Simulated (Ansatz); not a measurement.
The starting structures come from a database of crystals and need not be the phases stable at ambient conditions.

Inside the gap of an insulator the Bloch states are evanescent, with a wavenumber k + iκ along the transport direction.

Input:

```xyz
20
Lattice="5.6851 0.0000 0.0000 0.0000 8.1023 0.0000 0.0000 0.0000 5.8035" Properties=species:S:1:pos:R:3 pbc="T T T"
La     5.6199     2.0256     5.5446
La     0.0652     6.0767     0.2590
La     2.7774     6.0767     3.1607
La     2.9077     2.0256     2.6428
Sc     0.0000     0.0000     2.9018
Sc     2.8425     0.0000     0.0000
Sc     2.8425     4.0511     0.0000
Sc     0.0000     4.0511     2.9018
O      0.5715     2.0256     3.0978
O      5.1136     6.0767     2.7058
O      3.4140     6.0767     5.6075
O      2.2711     2.0256     0.1960
O      1.6849     7.6686     1.7195
O      4.0001     0.4336     4.0841
O      4.5275     0.4336     1.1823
O      1.1576     7.6686     4.6212
O      1.1576     4.4848     4.6212
O      4.5275     3.6175     1.1823
O      4.0001     3.6175     4.0841
O      1.6849     4.4848     1.7195
```

Space group of this cell: Pnma. The cell is taken as given; by PBEsol its mean pressure is -3.7 GPa.

Transport runs along the normal of the first two printed cell vectors.

The gap is the functional's own. No spin-orbit coupling. Mid-gap values are interpolated on the energy grid.

**Question.** Compute, with PBEsol (Ansatz, a first-principles code), the band gap and the smallest decay constant κ at mid-gap.

**Answer.** Gap 3.89 eV on a 6×4×6 mesh; κ = 0.352 1/Å, at the zone centre.
